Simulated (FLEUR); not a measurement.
FLEUR run on YHg2 (P6/mmm, 3 atoms in the cell): self-consistent single point.

Level of theory: LDA (Perdew-Zunger), all-electron FLAPW (FLEUR), scalar-relativistic valence.

```yaml
crystal:
  lattice:
    - [4.80153, 0.00000, 0.00000]
    - [-2.40077, 4.15825, 0.00000]
    - [0.00000, 0.00000, 3.43464]
  atoms:
    - { symbol: Y, position: [0.00000, 0.00000, 0.00000] }
    - { symbol: Hg, position: [0.33333, 0.66667, 0.50000] }
    - { symbol: Hg, position: [0.66667, 0.33333, 0.50000] }
```

Reference input (self-consistent single point, DFT, PBEsol, all-electron FLAPW (FLEUR), scalar-relativistic valence): Kmax = 4 1/bohr; GmaxXC = 20 1/bohr; xcFunctional = PBEs; jspins = 1; l_soc = F; mode = hist; fermiSmearingEnergy = 0.00499791 Htr; mesh (inpgen div1-3) = 9 9 11; inpgen gamma flag = false; Gmax = 20 1/bohr; numbands = 0; maxIterBroyd = 15. This run's input differs from it in these lines:

```diff
@@ -15,3 +15,3 @@
 &comp jspins=1 /
-&exco xctyp='PBEs' /
+&exco xctyp='pz' /
 &kpt div1=9 div2=9 div3=11 /
@@ -28,3 +28,3 @@
       <coreElectrons ctail="T" frcor="F" kcrel="0" coretail_lmax="0"/>
-      <xcFunctional name="PBEs" relativisticCorrections="F"/>
+      <xcFunctional name="pz" relativisticCorrections="F"/>
       <magnetism jspins="1"/>
```

The program printed (abridged):

```
 Iteration:     1   Distance:      11.78029063 me/bohr^3
 Iteration:     2   Distance:      10.60994923 me/bohr^3
 Iteration:     3   Distance:       5.54545072 me/bohr^3
 Iteration:     4   Distance:       2.44946065 me/bohr^3
 Iteration:     5   Distance:       1.40521198 me/bohr^3
   [... 8 lines left out ...]
 Iteration:    14   Distance:       0.00002386 me/bohr^3
 Iteration:    15   Distance:       0.00002141 me/bohr^3
 Iteration:    16   Distance:       0.00001937 me/bohr^3
 Iteration:    17   Distance:       0.00000615 me/bohr^3
 Run finished successfully
 Stop message:
   Structural relaxation: Done

[file out, last iteration]
             iter=     18
[...]
          total density-effective poten   -7.5022520091E+04
          total charge density-energy d   -8.3173327746E+02
 Updated energy parameters for spin:           1
[...]
 fermi energy and band-weighting factors:

[...]
FERMIE:
          first approx. to ef    (T=0)  :   0.387382 htr   (energy of the highest occ. eigenvalue)
          number of occ. states  (T=0)  :       1834
          first approx. to seigv (T=0)  : -40.094970 htr
          sum of weights of occ. states :  25.506173
          sum of semicore charge        :   0.000000 e
FERHIS:  Fermi-Energy by histogram:
          bandgap                     :   0.000295 htr
   [... lines left out ...]
          charge neutrality (T=0)     :   0.012346    (zero if the highest occ. eigenvalue is "entirely" occupied)
     EF_NEWTON:  Adjust Fermi-Energy by Newton-Method.
 Direct bandgap for spin            1 :    7.8475491812777243E-003  Htr
 ---->    free energy=                    -42684.1514375631 htr
   [... lines left out ...]
      extrapolation for T->0
 ---->    total electron energy=          -42684.1494688287 htr
 ***** TOTAL FORCES ON ATOMS *****
 TOTAL FORCE FOR ATOM TYPE=  1  X=  0.000   Y=  0.000   Z=  0.000
                       FX_TOT= 0.000000 FY_TOT= 0.000000 FZ_TOT= 0.000000
 TOTAL FORCE FOR ATOM TYPE=  2  X=  4.537   Y= -2.619   Z=  3.245
                       FX_TOT= 0.000000 FY_TOT= 0.000000 FZ_TOT= 0.000000
 Structural relaxation: Done
```

The run converged in 17 iterations. FLEUR gives forces in its relaxation mode, with a further iteration, so its stop message speaks of a relaxation. 

The starting cell comes from a database of computed structures (which also holds hypothetical and non-ambient phases and stackings), without a prior relaxation at this level. Its lattice was rescaled by a random factor within 2.5 % of one. Spin-orbit coupling is off. Values depend on the basis (sphere radii, cutoffs, local orbitals), which need not be converged. The log's line on a gap gives a spacing of levels on this mesh, which the program prints for metals too.

Cost on one core of a shared machine: roughly 4 min.
